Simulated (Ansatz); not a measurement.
Amorphous Si72O150H12, 234 atoms at 2.18 g/cm³, one PBE-relaxed geometry, zone centre. Methods: PBE, scalar-relativistic without spin-orbit coupling (Ansatz, an electronic-structure program); r2SCAN, scalar-relativistic without spin-orbit coupling (Ansatz). Plane waves to 420 eV (r2SCAN 500 eV). At PBE the levels at the filled edge of the gap are localised (band-tail or defect states), and the nearest spread-out levels lie 5.2 eV apart at the zone centre. The higher rungs were started with moments on some atoms, which died out.

It comes from a melt-quench run on a machine-learned potential (CHGNet), relaxed afterwards by DFT. O atoms were pushed apart under 1.9 Å during the dynamics, to hinder bonds among them. The hot cell started wider than the set density and was brought back towards it in steps. It is the lowest in DFT energy of 8 quenches. It is a model cell: composition and starting density were chosen by hand, and all elements were melted together. No dispersion term was used. Its density started from a set value of 2.15 and ended at 2.18 g/cm³. The quench (nominally 780 K/ps over its main leg) was far faster than any real one, so the model tends to hold more defects than a real film. One small periodic cell is one sample of the glass; other quenches scatter about these values. Volume and shape were free in the relaxation.

The relaxation ran on the zone centre alone. At PBE the level gap is 3.43 eV on a 2×2×2 Γ-centred mesh, and the spacing at the zone centre alone 3.43 eV.

Question: What zone-centre spacing does r2SCAN give, roughly?

Answer: 4.01 eV (+0.59 eV against PBE).

The highest filled and the lowest empty state spread over these numbers of atoms (participation numbers): PBE: 2.1 and 118.4; r2SCAN: 2.3 and 118.3.
